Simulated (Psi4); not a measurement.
Psi4 1.11, TPSS/def2-svp: B(F)(OMe)2 (COB(F)OC), 12 atoms. The geometry is a generated start, not checked to be a minimum at this level.

```
Quantity                             Result
--------------------------  ---------------
task                                 energy
method                                 tpss
basis                              def2-svp
memory                                 3 GB
maxiter                                 100
keys of the molecule block      symmetry c1
scf_type                       df (default)
e_convergence               1e-06 (default)
d_convergence               1e-06 (default)
dft_radial_points              75 (default)
dft_spherical_points          302 (default)
basis functions                         114
grid points                          257630
```

```xyz
12

B     -0.5334     0.1178     0.6368
F     -0.9099    -0.1144     1.9053
O      0.5920    -0.4315     0.1467
C      1.4562    -1.2595     0.9032
H      0.9843    -1.5844     1.8300
H      1.7107    -2.1231     0.2878
H      2.3641    -0.6970     1.1291
O     -1.3526     0.8990    -0.0783
C     -1.1167     1.2297    -1.4310
H     -0.7704     0.3590    -1.9916
H     -2.0612     1.5873    -1.8393
H     -0.3631     2.0171    -1.4988
```

With the defaults (diis = true, scf_initial_accelerator = adiis, damping_percentage = 0, guess = auto, which took SAD, diis_max_vecs = 10, diis_start = 1) it converges in 10 SCF iterations. One run each on 2 threads, with these changes:
- guess = core
- guess = huckel
- guess = sap
- scf_initial_accelerator = ediis
- diis = false, scf_initial_accelerator = none, damping_percentage = 60
- diis_start = 4
- guess = sadno
- guess = sapgau
- diis_max_vecs = 6

Problem. Name the settings that don't reach the solution of the defaults.

Solution. No convergence: diis = false, scf_initial_accelerator = none, damping_percentage = 60 (the run ends without SCF convergence in 100 iterations). The rest reach the solution of the defaults.

```csv
setting,SCF iterations,end
the defaults,10,same solution
scf_initial_accelerator = ediis,10,same solution
guess = sapgau,10,same solution
diis_max_vecs = 6,10,same solution
guess = sap,10,same solution
guess = sadno,11,same solution
guess = huckel,11,same solution
guess = core,15,same solution
diis_start = 4,16,same solution
"diis = false, scf_initial_accelerator = none, damping_percentage = 60",100,no convergence
```
